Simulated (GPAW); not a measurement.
Troubleshooting GPAW: a failed run on MgCoGe (P4/nmm, 6 atoms in the cell). The aim is a self-consistent single point with DFT PBEsol, plane waves, GPAW PAW datasets PBEsol (made by gpaw-setup).

Cell that was meant: a = 3.8597 Å, b = 3.8597 Å, c = 6.1075 Å, α = 90.00°, β = 90.00°, γ = 90.00°.

Part of the input:

```python
            nbands=-10,
            convergence={'density': 1e-05},
            symmetry={'symmorphic': False, 'tolerance': 0.0005},
            maxiter=5,
            txt='-')

atoms.calc = calc
```

Output (repeated stretches shortened):

```
     iter     time        total  log10-change:
                         energy   eigst   dens
iter:   1 --:--:--   -36.723419
iter:   2 --:--:--   -34.383583   -0.41  -1.12
iter:   3 --:--:--   -33.839116   -1.08  -1.28
iter:   4 --:--:--   -33.494699   -1.40  -1.36
iter:   5 --:--:--   -33.530264   -2.14  -1.70

Did not converge!

Here are some tips:

1) Make sure the geometry and spin-state is physically sound.
2) Use less aggressive density mixing.
3) Solve the eigenvalue problem more accurately at each scf-step.
4) Use a smoother distribution function for the occupation numbers.
5) Try adding more empty states.
6) Use enough k-points.
7) Don't let your structure optimization algorithm take too large steps.
8) Solve the Poisson equation more accurately.
9) Better initial guess for the wave functions.

See details here:

    https://gpaw.readthedocs.io/documentation/convergence.html
Traceback (most recent call last):
   [... frames left out ...]
gpaw.KohnShamConvergenceError: Did not converge!  See text output for help.
```

Problem. Diagnose the run.

Solution. The fault is an iteration limit that is too low. The loop is cut before its threshold is met, so whatever is printed at the end is not self-consistent. To fix it, raise the limit, or leave it to the default. The run ended unconverged after 5 iterations.

The sound input it was made from differs as follows (other fixes are possible):
```diff
-            maxiter=5,
+            maxiter=120,
```

With that input, the run converged in 21 iterations: free energy E − TS (from the program's reference atoms) -33.4603 eV; Fermi level (on the code's own zero) 7.68 eV; pressure -0.15 GPa; largest force (vector length) 0.106 eV/Å (DFT PBEsol, plane waves, GPAW PAW datasets PBEsol (made by gpaw-setup)).

On the sound input: the starting cell comes from a database of computed structures (which also holds hypothetical and non-ambient phases and stackings), without a prior relaxation at this level. Spin polarisation is off. Without a gap this mesh is coarse (it stands for a supercell whose shortest vector is 18 Å).
